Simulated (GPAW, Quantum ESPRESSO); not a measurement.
A GPAW input for a self-consistent single point of CoGe (P2_13, 8 atoms in the cell) (DFT PBEsol, plane waves, GPAW PAW datasets PBEsol (made by gpaw-setup)):

```python
from ase import Atoms
from ase.units import GPa
from gpaw import GPAW

atoms = Atoms(['Co', 'Co', 'Co', 'Co', 'Ge', 'Ge', 'Ge', 'Ge'],
              cell=[[4.579470, 0.000000, 0.000000],
                    [0.000000, 4.579470, 0.000000],
                    [0.000000, 0.000000, 4.579470]],
              positions=[[0.626609, 0.626609, 0.626609],
                         [1.663126, 3.952861, 2.916344],
                         [2.916344, 1.663126, 3.952861],
                         [3.952861, 2.916344, 1.663126],
                         [3.845885, 3.845885, 3.845885],
                         [3.023320, 0.733585, 1.556150],
                         [1.556150, 3.023320, 0.733585],
                         [0.733585, 1.556150, 3.023320]],
              pbc=True)

calc = GPAW(mode={'name': 'pw', 'ecut': 850},
            xc='PBEsol',
            kpts=(5, 5, 5),
            occupations={'name': 'methfessel-paxton', 'width': 0.1, 'order': 0},
            nbands=-14,
            convergence={'density': 1e-05, 'energy': 1e-05},
            symmetry={'symmorphic': False, 'tolerance': 0.0005},
            maxiter=120,
            txt='-')

atoms.calc = calc

energy = atoms.get_potential_energy()
print('Energy (eV):', round(energy, 6))
forces = atoms.get_forces()
print('Forces (eV/Ang):')
print(forces.round(5))
stress = atoms.get_stress()
print('Stress (GPa, Voigt):', (stress / GPa).round(4))
```

Problem. Write the same calculation as an input for Quantum ESPRESSO.

Solution. One input that does it (others would too):

```fortran
&CONTROL
   calculation = 'scf'
   prefix = 'CoGe'
   outdir = './tmp'
   pseudo_dir = './'
   tprnfor = .true.
   tstress = .true.
/
&SYSTEM
   ibrav = 1
   A = 4.5794700000
   nat = 8
   ntyp = 2
   ecutwfc = 50
   ecutrho = 300
   occupations = 'smearing'
   smearing = 'gauss'
   degauss = 0.0073499
   input_dft = 'pbesol'
/
&ELECTRONS
   conv_thr = 1e-10
   mixing_beta = 0.4
/
ATOMIC_SPECIES
Co    58.9332  Co.pbe-n-kjpaw_psl.1.0.0.UPF
Ge    72.6300  Ge.pbe-n-kjpaw_psl.1.0.0.UPF
ATOMIC_POSITIONS {angstrom}
Co    0.6266088801    0.6266088801    0.6266088801
Co    1.6631261199    3.9528611199    2.9163438801
Co    2.9163438801    1.6631261199    3.9528611199
Co    3.9528611199    2.9163438801    1.6631261199
Ge    3.8458847007    3.8458847007    3.8458847007
Ge    3.0233202993    0.7335852993    1.5561497007
Ge    1.5561497007    3.0233202993    0.7335852993
Ge    0.7335852993    1.5561497007    3.0233202993
K_POINTS {automatic}
5 5 5  0 0 0
```

Basis settings and potentials, where a program has them, do not carry over. This input uses DFT, PBEsol, plane waves, PSlibrary PAW (PBE) pseudopotentials.

The starting cell comes from a database of computed structures (which also holds hypothetical and non-ambient phases and stackings), without a prior relaxation at this level.
